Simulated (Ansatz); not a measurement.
SiC under load (space group Imm2), r2SCAN with spin-orbit coupling, rigid bands (Ansatz, a quantum-chemistry and plane-wave program). Condition of this run: uniaxial stress along [110] of -1 GPa (compression positive) (the target of the relaxation). Band gap 1.69 eV, N_c = 9.47e18 cm⁻³ and N_v = 1.04e20 cm⁻³ at 300 K, conductivity masses along x (a = (0.00, 2.18, 2.18) Å; b = (2.18, 0.00, 2.18) Å; c = (2.18, 2.18, 0.00) Å) of 0.279 mₑ (electrons) and 0.679 mₑ (holes). Take k_BT = 0.02585 eV.

**Question.** What built-in voltage has an abrupt junction with N_A = 1e17 and N_D = 1e17 cm⁻³, all dopants ionised?

**Answer.** V_bi = E_g/e − (k_BT/e) ln(N_c N_v/(N_A N_D)) = 1.69 − 0.02585 × 11.50 = 1.39 V, for the computed gap.

**Question.** What thermal injection velocity √(2k_BT/πm) limits a ballistic channel along the direction named?

**Answer.** 1.02e7 cm/s for electrons and 6.53e6 cm/s for holes, a ratio of √(m_h/m_e) = 1.56, for dilute carriers.

**Question.** A film of it is 8 nm thick, with its normal along the direction named. Estimate the confinement energies in an infinite well.

**Answer.** ħ²π²/(2m t²) = 0.376 eV·nm²/(m/mₑ × t²) gives 21.1 meV for electrons and 8.65 meV for holes, so the gap would widen to about 1.72 eV. Finite barriers and nonparabolic bands lower this, and with several valleys or bands the heaviest mass along the normal sets the lowest level, not this average.

Rigid bands with the computed gap; masses take one relaxation time for all states.
